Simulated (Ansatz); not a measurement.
**In3Ru (space group P4_2/mnm, No. 136; a cell from a computed database, its experimental status unchecked)**

In₃Ru is taken in the tetragonal space group P4₂/mnm (No. 136), Pearson symbol tP16. Conventional cell: a = 6.9833 Å, b = 6.9833 Å, c = 7.2336 Å, α = 90.00°, β = 90.00°, γ = 90.00°. In1 on 8j has 3 Ru at 2.669–2.764 Å and 5 In at 3.087–3.250 Å and 1 In at 3.434 Å and 5 In at 3.734–3.800 Å. In2 on 4c sees 2 Ru at 2.645 Å and 8 In at 3.147–3.250 Å and 2 In at 3.617 Å. Ru on 4f is surrounded by 8 In at 2.645–2.764 Å and 1 Ru at 3.039 Å. (Neighbours: up to the widest gap in distance over summed covalent radii, below 1.35, at either atom.)

Computed with PBEsol (Ansatz, an electronic-structure program; PAW; 420 eV plane waves; no spin-orbit coupling). k-mesh 6×6×5 (Γ-centred); smearing 0.05 eV (Fermi–Dirac).

```json
{
 "volume_per_atom": "22.05 Å³",
 "density": "8.39 g/cm³",
 "band_gap": "0.23 eV (uncertain: the edges found on the path are not clean extrema)",
 "total_energy": "-5598.333 eV/atom (σ→0; compares only within this code and set-up)"
}
```

No phonon test of stability was made.
